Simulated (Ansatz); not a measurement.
**Habitual settings against a tight run: K₂GaAgF₆ (Fm-3m, 10 atoms in the cell)**

Self-consistent single point.

```yaml
crystal:
  lattice:
    - [0.00000, 4.26516, 4.26516]
    - [4.26516, 0.00000, 4.26516]
    - [4.26516, 4.26516, 0.00000]
  atoms:
    - { symbol: K, position: [0.25000, 0.25000, 0.25000] }
    - { symbol: K, position: [0.75000, 0.75000, 0.75000] }
    - { symbol: Ga, position: [0.00000, 0.00000, 0.00000] }
    - { symbol: Ag, position: [0.50000, 0.50000, 0.50000] }
    - { symbol: F, position: [0.22166, 0.22166, 0.77834] }
    - { symbol: F, position: [0.77834, 0.77834, 0.22166] }
    - { symbol: F, position: [0.77834, 0.22166, 0.22166] }
    - { symbol: F, position: [0.22166, 0.77834, 0.77834] }
    - { symbol: F, position: [0.22166, 0.77834, 0.22166] }
    - { symbol: F, position: [0.77834, 0.22166, 0.77834] }
```

Computed with PBEsol, default PAW files made with PBE (plane waves; Ansatz, an electronic-structure program).

Base settings: basis.ecutwfc = 420 eV; kpoints.mp_grid.grid = 6 6 6; hamiltonian.xc = pbesol; hamiltonian.pseudopotentials = {kind: paw} (the program's default PAW files); scf.occupations.method = fixed.

Tight run (finer mesh or higher cutoff; not a proven limit): basis.ecutwfc: 420 eV → 590 eV; kpoints.mp_grid.grid: 6 6 6 → 9 9 9; scf.convergence.dr2_threshold: default (1e-07 eV) → 1e-09 eV. It gave top of the valence band (on the code's own zero) 4.87 eV; gap on the k-point mesh 2.15 eV; pressure 0.13 GPa; largest force (vector length) 0.210 eV/Å.

Quick runs, as changes from the base:
- A: the base itself
- B: basis.ecutwfc: 420 eV → 335 eV; kpoints.mp_grid.grid: 6 6 6 → 2 2 2
- C: kpoints.mp_grid.grid: 6 6 6 → 4 4 4; scf.occupations.method: fixed → cold; scf.occupations.width: default → 0.5 eV; width narrowed by the program to 0.2870 eV
- D: basis.ecutwfc: 420 eV → 210 eV; kpoints.mp_grid.grid: 6 6 6 → 4 4 4; hamiltonian.xc: pbesol → lda [LDA (PW92)]
- E: basis.ecutwfc: 420 eV → 250 eV

Dashes: energy of D, another energy zero.

Gaps are read on each run's own mesh, which may miss the band edges.

† marks runs with another functional, U, potentials or spin treatment: their distance from the tight run is not a convergence error alone.

The count of work is k-points × plane waves × bands × iterations; it is no time. 

Pressures in the table are Ansatz's without its Pulay estimate, at a fixed set of plane waves; the tight run's value above holds the estimate.

The starting cell comes from a database of computed structures (which also holds hypothetical and non-ambient phases and stackings), without a prior relaxation at this level. Its lattice was rescaled by a random factor within 2.5 % of one.

| run | energy less tight (meV/atom) | pressure less tight (GPa) | largest miss in a force vector (eV/Å) | gap on the mesh less tight (eV) | count of work / tight |
|---|---|---|---|---|---|
| A | 3.9 | -0.49 | 0.001 | -0.001 | 0.25 |
| B | 132.9 | -10.72 | 0.060 | -0.005 | 0.032 |
| C | 4.0 | -0.51 | 0.001 | -0.001 | 0.17 |
| D† | – | -266.46 | 2.539 | 0.069 | 0.048 |
| E | 2023.7 | -103.14 | 0.797 | -0.016 | 0.13 |

Among the runs at the tight run's level, the energy misses run from 3.9 to 2023.7 meV/atom.

Left out of this page: 1 run of the series with a known weakness of the program.

Keys are those of Ansatz 0.2.
